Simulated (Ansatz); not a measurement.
Consider SnTeO₃ (space group R3c, No. 161; a = 6.5308 Å, c = 14.2223 Å (hexagonal axes); a hypothetical phase, not in the database extracts checked).

(Cell as relaxed with PBE.)

Levels (all Ansatz, an electronic-structure program, PAW): PBE (420 eV, without spin-orbit coupling); PBEsol (420 eV, no spin-orbit coupling).

Each level relaxes its own structure.

```
base                         PBE       PBEsol
-------------------  -----------  -----------
volume per atom         17.51 Å³     15.62 Å³
lattice parameter a  12.341 bohr  12.008 bohr
band gap                 2.45 eV      2.18 eV
```

Now apply this change: a negative pressure, −1 GPa.

| quantity | PBE | PBEsol |
|---|---|---|
| shortest interatomic distance | 3.620 bohr | 3.662 bohr |
| c/a ratio | 2.290 | 2.126 |

PBE's shortest interatomic distance lies 0.042 bohr below PBEsol's (1.1 %); PBE's c/a ratio lies 0.1646 above PBEsol's. The two levels end in clearly different cell shapes (a soft spacing or a collapse), which may drive these differences. Neither level is exact; PBEsol is the comparison here, not a measurement.

With Te present, leaving out spin-orbit coupling can change the band edges. Load acts through the strain it causes; cell and atoms are relaxed under it. No phonon test of stability was made.
